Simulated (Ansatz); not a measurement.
# Effect of uniaxial strain ε_zz = −2.00 % on ZnS

Base system: ZnS in the zinc blende structure (space group F-43m, No. 216; a = 5.389 Å). Axes: x, y, z lie along the cube axes.

Perturbation: the cell is compressed by 2.00 % along z with no lateral relaxation, atoms relaxed at fixed cell.

Computed with r2SCAN (Ansatz, an electronic-structure program), spin-orbit coupling left out. Settings: 11×11×11 k-points, 0.05 eV Fermi–Dirac smearing.

```json
[
 {"quantity": "volume per atom", "base": "19.56 Å³", "changed": "19.17 Å³", "shift": "-0.39 Å³"},
 {"quantity": "space group", "base": "F-43m (No. 216)", "changed": "I-4m2 (No. 119)", "shift": "–"},
 {"quantity": "energy relative to the base (free energy F)", "base": "0 meV/atom", "changed": "+2.7 meV/atom", "shift": "+2.7 meV/atom"},
 {"quantity": "band gap", "base": "2.70 eV", "changed": "2.75 eV", "shift": "+0.045 eV"},
 {"quantity": "gap character", "base": "direct at Γ", "changed": "direct at Γ", "shift": "–"},
 {"quantity": "electron mass", "base": "0.19 mₑ (at Γ)", "changed": "0.20 mₑ (at Γ)", "shift": "–"},
 {"quantity": "hole mass", "base": "–", "changed": "0.22 mₑ along z, 0.65 mₑ across (at Γ)", "shift": "–"},
 {"quantity": "valence-band top at Γ (three highest levels, from the VBM)", "base": "0.00, 0.00, 0.00 eV", "changed": "0.00, -0.07, -0.07 eV", "shift": "–"},
 {"quantity": "valley order (the lowest conduction-band minima on the path, energy above the VBM, named in the base's zone)", "base": "Γ 2.70 eV; X along ⟨100⟩ 3.71 eV; L along ⟨111⟩ 3.82 eV", "changed": "Γ 2.75 eV; X along [001] 3.54 eV; X along [100] 3.65 eV; L along [1-11] 3.81 eV", "shift": "–"},
 {"quantity": "stress (xx, yy, zz, yz, xz, xy; compression positive)", "base": "–", "changed": "(1.37, 1.37, 2.20, 0.00, 0.00, 0.00) GPa", "shift": "–"}
]
```

Final structure:

```yaml
crystal:
  lattice:
    - [0.00000, 2.69455, 2.64066]
    - [2.69455, 0.00000, 2.64066]
    - [2.69455, 2.69455, 0.00000]
  atoms:
    - { symbol: Zn, position: [0.00000, 0.00000, 0.00000] }
    - { symbol: S, position: [0.25000, 0.25000, 0.25000] }
```

Effective masses come from finite differences of ±0.01 Å⁻¹. No phonon test of stability was made. Labels are those of the standard path for the cell's own space group.
